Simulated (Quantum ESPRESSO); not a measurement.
The steps of a band-structure calculation for In (I4/mmm, 1 atom in the cell) with Quantum ESPRESSO.

Level of theory: PBE, PseudoDojo standard norm-conserving (PBE) pseudopotentials (plane waves; Quantum ESPRESSO).

Step 1 (scf):

```fortran
&CONTROL
  calculation = 'scf',
  prefix = 'In',
  outdir = './work',
  pseudo_dir = './',
  tprnfor = .true.,
  tstress = .true.,
/
&SYSTEM
  ibrav = 7,
  A = 3.2594700000,
  C = 4.9858000000,
  nat = 1,
  ntyp = 1,
  ecutwfc = 70,
  occupations = 'smearing',
  smearing = 'fermi-dirac',
  degauss = 0.0099958,
/
&ELECTRONS
  conv_thr = 1.0d-9,
  mixing_beta = 0.3,
/
ATOMIC_SPECIES
In   114.8180  In.upf
ATOMIC_POSITIONS {angstrom}
In    0.0000000000    0.0000000000    0.0000000000
K_POINTS {automatic}
7 7 7  0 0 0
```

Step 2 (bands):

```fortran
&CONTROL
  calculation = 'bands',
  prefix = 'In',
  outdir = './work',
  pseudo_dir = './',
  verbosity = 'high',
/
&SYSTEM
  ibrav = 7,
  A = 3.2594700000,
  C = 4.9858000000,
  nat = 1,
  ntyp = 1,
  ecutwfc = 70,
  occupations = 'smearing',
  smearing = 'fermi-dirac',
  degauss = 0.0099958,
  nbnd = 13,
/
&ELECTRONS
  conv_thr = 1.0d-9,
  startingwfc = 'random',
  diago_thr_init = 1.0d-6,
/
ATOMIC_SPECIES
In   114.8180  In.upf
ATOMIC_POSITIONS {angstrom}
In    0.0000000000    0.0000000000    0.0000000000
K_POINTS {crystal_b}
13
  0.00000000   0.00000000   0.00000000  14  ! G
  0.00000000  -0.50000000   0.50000000   6  ! X
  0.21369496  -0.50000000   0.50000000   6  ! Y
  0.35684748  -0.35684748   0.35684748  14  ! S
  0.00000000   0.00000000   0.00000000  13  ! G
 -0.50000000  -0.50000000  -0.50000000   6  ! Z
 -0.35684748  -0.64315252  -0.35684748   8  ! S1
  0.00000000  -0.50000000   0.00000000  10  ! N
 -0.25000000  -0.75000000   0.25000000   9  ! P
 -0.50000000  -0.78630504  -0.21369496   8  ! Y1
 -0.50000000  -0.50000000  -0.50000000   1  ! Z
  0.00000000  -0.50000000   0.50000000   6  ! X
 -0.25000000  -0.75000000   0.25000000   1  ! P
```

Step 3 (bands.x):

```fortran
&BANDS
  prefix = 'In',
  outdir = './work',
  filband = 'bands.dat',
  lsym = .false.,
/
```

Output of bands (abridged):

```
     Atomic positions and unit cell read from directory:
     ./work/In.save/
     G-vector sticks info
     --------------------
     sticks:   dense  smooth     PW     G-vecs:    dense   smooth      PW
     Sum         773     773    229                14133    14133    2301

     bravais-lattice index     =            7
     lattice parameter (alat)  =       6.1595  a.u.
     unit-cell volume          =     178.7292 (a.u.)^3
   [... lines left out ...]

   Crystallographic axes

     site n.     atom                  positions (cryst. coord.)
         1        In     tau(   1) = (  0.0000000  0.0000000  0.0000000  )

     number of k points=   102  Fermi-Dirac smearing, width (Ry)=  0.0100
                       cart. coord. in units 2pi/alat
        k(    1) = (   0.0000000   0.0000000   0.0000000), wk =   0.0196078
        k(    2) = (  -0.0357143  -0.0357143   0.0000000), wk =   0.0196078
        k(    3) = (  -0.0714286  -0.0714286   0.0000000), wk =   0.0196078
   [... 99 lines left out ...]

     Dense  grid:    14133 G-vectors     FFT dimensions: (  36,  36,  36)

     The potential is recalculated from file :
     ./work/In.save/charge-density

     Band Structure Calculation
     Davidson diagonalization with overlap

     ethr =  1.00E-06,  avg # of iterations = 29.2

     End of band structure calculation

          k = 0.0000 0.0000 0.0000 (  1769 PWs)   bands (ev):

    -4.3731  -4.2568  -4.2568  -4.1840  -4.0854   0.8994  20.8012  20.8012
    20.9673  22.1496  24.1914  24.3450  24.3450

          k =-0.0357-0.0357 0.0000 (  1785 PWs)   bands (ev):

    -4.3677  -4.2597  -4.2537  -4.1824  -4.0877   0.9380  20.5112  20.6432
    20.6867  21.8987  24.5273  24.6669  24.6704

   [... 100 blocks of this kind left out ...]
```

Output of bands.x (abridged):

```
     Reading xml data from directory:

     ./work/In.save/

     G-vector sticks info
     --------------------
     sticks:   dense  smooth     PW     G-vecs:    dense   smooth      PW
     Sum         773     773    229                14133    14133    2301

     Reading collected, re-writing distributed wavefunctions
     high-symmetry point:  0.0000 0.0000 0.0000   x coordinate   0.0000
     high-symmetry point: -0.5000-0.5000 0.0000   x coordinate   0.7071
     high-symmetry point: -0.2863-0.7137 0.0000   x coordinate   1.0093
     high-symmetry point:  0.0000-0.7137 0.0000   x coordinate   1.2956
     high-symmetry point:  0.0000 0.0000 0.0000   x coordinate   2.0093
     high-symmetry point:  0.0000 0.0000-0.6538   x coordinate   2.6631
   [... 2 lines left out ...]
     high-symmetry point: -0.5000-0.5000-0.3269   x coordinate   3.8399
     high-symmetry point: -0.2863-0.2863-0.6538   x coordinate   4.2851
     high-symmetry point:  0.0000 0.0000-0.6538   x coordinate   4.6900
     high-symmetry point: -0.5000-0.5000 0.0000   x coordinate   4.6900
     high-symmetry point: -0.5000-0.5000-0.3269   x coordinate   5.0168

     Plottable bands (eV) written to file bands.dat.gnu
     Bands written to file bands.dat

   JOB DONE.
```

The starting cell comes from a database of computed structures (which also holds hypothetical and non-ambient phases and stackings), without a prior relaxation at this level.
